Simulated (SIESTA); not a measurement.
## Several settings converged on MnCuO2 (Cm, 4 atoms in the cell)

```xyz
4
Lattice="2.7737 -1.4392 0.0000 2.7737 1.4392 0.0000 -1.4111 0.0000 5.6723" Properties=species:S:1:pos:R:3 pbc="T T T"
Mn     0.0000     0.0000     0.0500
Cu     2.0681     0.0000     2.8361
O      2.1437     0.0000     4.6514
O      1.9925     0.0000     1.0208
```
Moments meant for the start (each program seeds them in its own way; μB, in the order of the atoms Mn Cu O O): 4.0 0.0 0.0 0.0.

Base method: SIESTA with LDA PW92+U, numerical atomic orbitals DZP, PseudoDojo LDA standard norm-conserving potentials (rewritten from UPF to PSML).

Base settings: XC.functional = LDA; XC.authors = PW92; potentials = PseudoDojo LDA standard; PAO.BasisSize = DZP; PAO.EnergyShift = 0.01 Ry; MeshCutoff = 300 Ry; kgrid.MonkhorstPack = 4 4 2; OccupationFunction = MP; OccupationMPOrder = 0; ElectronicTemperature = 100 meV.

Core times come from one kind of shared machine, to one figure; runs under 30 s give none.

**The cutoff of the real-space grid**

The mesh stays at the base's, so the ladder's end is converged at best in this setting alone.

Only quantities that move along the ladder and can be compared are tabulated; the gap is left out on so coarse a mesh.

```tsv
MeshCutoff	free energy less the last step's (meV/atom)	pressure (GPa)	largest difference of a force vector from the last step's (eV/Å)	core time / last (rough)
120 Ry (124 Ry used)	0.74	-2.94	0.032	–
150 Ry (153 Ry used)	0.55	-2.74	0.011	–
210 Ry (215 Ry used)	0.00	-2.86	0.009	–
300 Ry (309 Ry used)	-0.03	-2.92	0.004	0.4
360 Ry (391 Ry used)	0.01	-2.92	0.006	0.5
450 Ry (494 Ry used)	-0.01	-2.92	0.007	0.5
600 Ry (610 Ry used)	-0.01	-2.93	0.005	0.7
720 Ry (792 Ry used)	0.00	-2.89	0.000	1
```

Coarsest MeshCutoff that holds the pressure within 0.1 GPa of the last step, with all finer ones: 210 Ry (215 Ry used); the step before is off by 0.15 GPa.

Coarsest MeshCutoff that holds the free energy within 0.5 meV/atom of the last step, with all finer ones: 210 Ry (215 Ry used); the step before is off by 0.55 meV/atom.

Coarsest MeshCutoff that holds the forces within 0.02 eV/Å of the last step, with all finer ones: 150 Ry (153 Ry used); the step before is off by 0.032 eV/Å.

**The setting basis size**

Level: DFT, LDA PW92+U, numerical atomic orbitals TZP, PseudoDojo LDA standard norm-conserving potentials (rewritten from UPF to PSML).

Moved along: PAO.BasisSize.

The second cell is the first with its lattice scaled by 0.98.

The mesh stays at the base's, so the ladder's end is converged at best in this setting alone.

The sets are ordered by size and need not be nested.

Only quantities that move along the ladder and can be compared are tabulated; the gap is left out on so coarse a mesh.

| basis (functions) | energy of the compressed cell less the first (meV/atom) | pressure (GPa) | largest difference of a force vector from the last step's (eV/Å) |
|---|---|---|---|
| SZ (28) | -33.88 | -13.45 | 0.884 |
| SZP (44) | 6.82 | -4.18 | 0.194 |
| DZ (48) | -33.38 | -13.76 | 0.295 |
| DZP (64) | 12.21 | -2.92 | 0.129 |
| TZP (84) | 1.98 | -5.38 | 0.000 |

Coarsest basis (functions) that holds the energy of the compressed cell less the first within 2 meV/atom: not settled: the last two steps still differ by 10 meV/atom, over half the tolerance, so the ladder does not show it.

Coarsest basis (functions) that holds the forces within 0.02 eV/Å: not settled: the last two steps still differ by 0.13 eV/Å, over half the tolerance, so the ladder does not show it.

Coarsest basis (functions) that holds the pressure within 1 GPa: not settled: the last two steps still differ by 2.5 GPa, over half the tolerance, so the ladder does not show it.

On the base run: the starting cell comes from a database of computed structures (which also holds hypothetical and non-ambient phases and stackings), without a prior relaxation at this level. Its lattice was rescaled by up to half a per cent. One atom was moved a little off its site on purpose. With one magnetic atom in the cell only a parallel order is possible. With U or open f shells several self-consistent states can exist. Values carry the incompleteness of an atom-centred basis. In the base run, forces exceed 1 eV/Å.

Left out of this page: 1 run of the series failed or unconverged; 4 runs of the series outside the window shown, repeating another row's setting, or not comparable.
